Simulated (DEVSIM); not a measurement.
Structure: Cr/SiO2/p-Si capacitor, at 400 K.

Layer 1 from the left is SiO2, thickness (nm) 3.00. Layer 2 from the left is Si, thickness (nm) 4400, Na (cm⁻³) 1.7e16.

Metal gate on the left, work function 4.5 eV. Fixed charge at the semiconductor interface 8.5e11 cm⁻² (in units of +e); no interface traps.

This is a model device: material constants are rounded textbook-type values typed into the input, and sizes, dopings and lifetimes were drawn at random. Values at 300 K; Nc and Nv go as T^1.5, mobilities as T to minus their exponent, the gap by Varshni's rule with the affinity fixed.

SiO2: gap (eV) 9, affinity (eV) 0.9, permittivity 3.9. Si: gap (eV) 1.124, affinity (eV) 4.05, permittivity 11.7, Nc (cm⁻³) 2.86e19, Nv (cm⁻³) 3.1e19, Varshni α (eV/K) 0.000473, Varshni β (K) 636.

Estimate by hand the flat-band voltage, the threshold voltage, and compare with a numerical solution.


- Flat-band voltage: C = 1.15 μF/cm², work-function difference -0.373 V; VFB = φms − qNf/C = -0.49 V; numerical -0.49 V.
- Threshold voltage: φF = 0.276 V, depletion charge √(4εqNφF) = 5.58e-8 C/cm²; VT = VFB + 2φF + Qd/C = 0.11 V; numerical 0.11 V.

Model (solved in DEVSIM): 1D Poisson equation in equilibrium, Boltzmann statistics, complete ionisation; no quantum confinement or tunnelling. Metal contacts follow the ideal Schottky-Mott rule: no Fermi-level pinning, no interface dipoles.
